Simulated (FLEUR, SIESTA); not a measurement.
A FLEUR input for a self-consistent single point of SrZn5 (P6/mmm, 6 atoms in the cell) (DFT, LDA (Perdew-Zunger), all-electron FLAPW (FLEUR), scalar-relativistic valence):

Input of the input generator:

```
SrZn5
&input film=f /
10.3675860721 -0.0000001234 0.0000000000
-5.1837929292 8.9785929761 0.0000000000
0.0000000000 0.0000000000 7.9341285178
1.0
1.0 1.0 1.0

6
38 0.0000000000 0.0000000000 -0.0000000000
30 0.6666666667 0.3333333333 -0.0000000000
30 0.3333333333 0.6666666667 -0.0000000000
30 0.5000000000 0.0000000000 0.5000000000
30 0.5000000000 0.5000000000 0.5000000000
30 0.0000000000 0.5000000000 0.5000000000

&comp jspins=1 /
&exco xctyp='pz' /
&kpt div1=5 div2=5 div3=5 /
&end /
```

```xml
<?xml version="1.0" encoding="UTF-8" standalone="no"?>
<fleurInput fleurInputVersion="0.39">
   <comment>
      SrZn5                                                                                               
   </comment>
   <calculationSetup>
      <cutoffs Kmax="4.4" Gmax="15.4" GmaxXC="15.4" numbands="0"/>
      <scfLoop itmax="60" minDistance="0.00001" maxIterBroyd="25" imix="Anderson" alpha="0.05" precondParam="0.0" spinf="2.0"/>
      <coreElectrons ctail="T" frcor="F" kcrel="0" coretail_lmax="0"/>
      <xcFunctional name="pz" relativisticCorrections="F"/>
      <magnetism jspins="1"/>
      <soc l_soc="F" theta="0.0" phi="0.0" spav="F"/>
      <expertModes spex="0" secvar="F"/>
      <geometryOptimization l_f="T" forcealpha="1.0" forcemix="BFGS" epsdisp="0.00001" epsforce="0.00001"/>
      <ldaU l_linMix="F" mixParam="0.05" spinf="1.0"/>
   </calculationSetup>
   <cell>
      <bzIntegration valenceElectrons="70.0" mode="hist" fermiSmearingEnergy="0.00367493">
         <kPointListSelection listName="default-1"/>
         <!-- k-points included here -->
         <xi:include xmlns:xi="http://www.w3.org/2001/XInclude" href="kpts.xml"> </xi:include>
      </bzIntegration>
      <!-- symmetry operations included here -->
      <xi:include xmlns:xi="http://www.w3.org/2001/XInclude" href="sym.xml"> </xi:include>
      <bulkLattice scale="1.0">
         <bravaisMatrix>
            <row-1>   10.3675860720999999    -0.0000001234000000     0.0000000000000000</row-1>
            <row-2>   -5.1837929292000000     8.9785929760999998     0.0000000000000000</row-2>
            <row-3>    0.0000000000000000     0.0000000000000000     7.9341285177999996</row-3>
         </bravaisMatrix>
      </bulkLattice>
   </cell>
   <atomSpecies>
      <species name="Strontium (Sr)" element="Sr" atomicNumber="38">
         <mtSphere radius="2.63" gridPoints="925" logIncrement="0.014"/>
         <atomicCutoffs lmax="10" lnonsphr="8"/>
         <electronConfig flipSpins="F">
            <coreConfig>(1s1/2) (2s1/2) (2p1/2) (2p3/2) (3s1/2) (3p1/2) (3p3/2) (3d3/2) (3d5/2)</coreConfig>
            <valenceConfig>(4s1/2) (4p1/2) (4p3/2) (5s1/2)</valenceConfig>
         </electronConfig>
         <energyParameters s="5" p="5" d="4" f="4"/>
         <lo type="SCLO" l="0" n="4" eDeriv="0"/>
         <lo type="SCLO" l="1" n="4" eDeriv="0"/>
      </species>
      <species name="Zinc (Zn)" element="Zn" atomicNumber="30">
         <mtSphere radius="2.27" gridPoints="801" logIncrement="0.015"/>
         <atomicCutoffs lmax="10" lnonsphr="8"/>
         <electronConfig flipSpins="F">
            <coreConfig>(1s1/2) (2s1/2) (2p1/2) (2p3/2) (3s1/2) (3p1/2) (3p3/2)</coreConfig>
            <valenceConfig>(4s1/2) (3d3/2) (3d5/2)</valenceConfig>
         </electronConfig>
         <energyParameters s="4" p="4" d="3" f="4"/>
      </species>
   </atomSpecies>
   <atomGroups>
      <atomGroup species="Strontium (Sr)">
         <relPos label="                   1">.0000000000 .0000000000 .0000000000</relPos>
         <force calculate="T" relaxXYZ="TTT"/>
      </atomGroup>
      <atomGroup species="Zinc (Zn)">
         <relPos label="                   2">-1.000/3.000 1.000/3.000 .0000000000</relPos>
         <relPos label="                   3">1.000/3.000 -1.000/3.000 .0000000000</relPos>
         <force calculate="T" relaxXYZ="TTT"/>
      </atomGroup>
      <atomGroup species="Zinc (Zn)">
         <relPos label="                   4">1.000/2.000 .0000000000 1.000/2.000</relPos>
         <relPos label="                   5">1.000/2.000 1.000/2.000 1.000/2.000</relPos>
         <relPos label="                   6">.0000000000 1.000/2.000 1.000/2.000</relPos>
         <force calculate="T" relaxXYZ="TTT"/>
      </atomGroup>
   </atomGroups>
   <output dos="F" band="F" slice="F">
      <checks vchk="F" cdinf="F"/>
      <bandDOS minEnergy="-.5*Htr" maxEnergy="0.5*Htr" sigma="0.015" storeEVData="T"/>
      <vacuumDOS vacdos="F" integ="F" star="F" nstars="0" locx1="0.0" locy1="0.0" locx2="0.0" locy2="0.0" nstm="0" tworkf="0.0"/>
      <unfoldingBand unfoldBand="F" supercellX="1" supercellY="1" supercellZ="1"/>
      <plotting iplot="0" polar="F">
         <plot TwoD="T" vec1="  1.0  0.0  0.0" vec2="  0.0  1.0  0.0" vec3="  0.0  0.0  1.0" zero="  0.0  0.0  0.0" file="plot"/>
      </plotting>
      <chargeDensitySlicing numkpt="0" minEigenval="0.0" maxEigenval="0.0" nnne="0" pallst="F"/>
      <specialOutput eonly="F"/>
      <magneticCircularDichroism mcd="F" energyLo="-10.0" energyUp="0.0"/>
   </output>
  <!-- We include the file relax.xml here to enable relaxations (see documentation) -->
  <xi:include xmlns:xi="http://www.w3.org/2001/XInclude" href="relax.xml"> <xi:fallback/> </xi:include>
</fleurInput>
```

**Question.** Write the same calculation as an input for SIESTA.

**Answer.** One input that does it (others would too):

```
# files in the folder: Sr.psml Zn.psml (PseudoDojo LDA standard)
SystemName  SrZn5
SystemLabel siesta

NumberOfAtoms                6
NumberOfSpecies              2
%block ChemicalSpeciesLabel
  1 38 Sr
  2 30 Zn
%endblock ChemicalSpeciesLabel
LatticeConstant              1.0 Ang
%block LatticeVectors
     5.486290000    0.000000000    0.000000000
    -2.743145000    4.751267000    0.000000000
     0.000000000    0.000000000    4.198560000
%endblock LatticeVectors
AtomicCoordinatesFormat      ScaledCartesian
%block AtomicCoordinatesAndAtomicSpecies
     0.000000000    0.000000000    0.000000000  1
     2.743147743    1.583754083    0.000000000  2
    -0.000002743    3.167512917    0.000000000  2
     2.743145000    0.000000000    2.099280000  2
     1.371572500    2.375633500    2.099280000  2
    -1.371572500    2.375633500    2.099280000  2
%endblock AtomicCoordinatesAndAtomicSpecies

XC.functional                LDA
XC.authors                   PW92
PAO.BasisSize                DZP
PAO.EnergyShift              0.01 Ry
MeshCutoff                   350 Ry
%block kgrid.MonkhorstPack
    5   0   0  0.0
    0   5   0  0.0
    0   0   5  0.0
%endblock kgrid.MonkhorstPack
OccupationFunction           FD
ElectronicTemperature        0.1 eV

MaxSCFIterations             150
SCF.Mixer.Method             Broyden
SCF.Mixer.Weight             0.25
SCF.Mixer.History            6
SCF.DM.Tolerance             1.0E-05
Diag.ParallelOverK           true
WriteForces                  true
Charge.Mulliken              end
```

Basis, cutoffs, solver keys and any potentials are the target program's own. This input uses DFT, LDA PW92, numerical atomic orbitals DZP, PseudoDojo LDA standard norm-conserving potentials (rewritten from UPF to PSML). LDA parametrisations can differ slightly between programs.

The starting cell comes from a database of computed structures (which also holds hypothetical and non-ambient phases and stackings), without a prior relaxation at this level.
